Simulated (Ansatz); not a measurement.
Take ZrB2 (space group P6/mmm, No. 191; a = 3.171 Å, c = 3.542 Å; relaxed with 0.1 eV smearing) as the base.

Computed with DFT with PBE, PAW potentials and a 420 eV plane-wave cutoff in Ansatz (a quantum-chemistry and plane-wave program), no spin-orbit coupling.

Before the change:

- Pressure = 0.0 GPa
- Band gap = zero

It is then changed as follows: every lattice vector is shortened by 2.50 %, atoms relaxed at fixed cell.

Task: What happens to the pressure?

Result: The pressure (mean of the normal stresses, compression positive) goes from zero to 21.0 GPa.

Task: What does the calculation give for the energy relative to the base after the change?

Result: The energy rises by 46 meV/atom.

Task: What does the calculation give for the band gap after the change?

Result: The band gap remains zero.

The cells carry an imposed strain or load. Whether these cells are dynamically stable was not tested. The final runs are not spin-polarised.
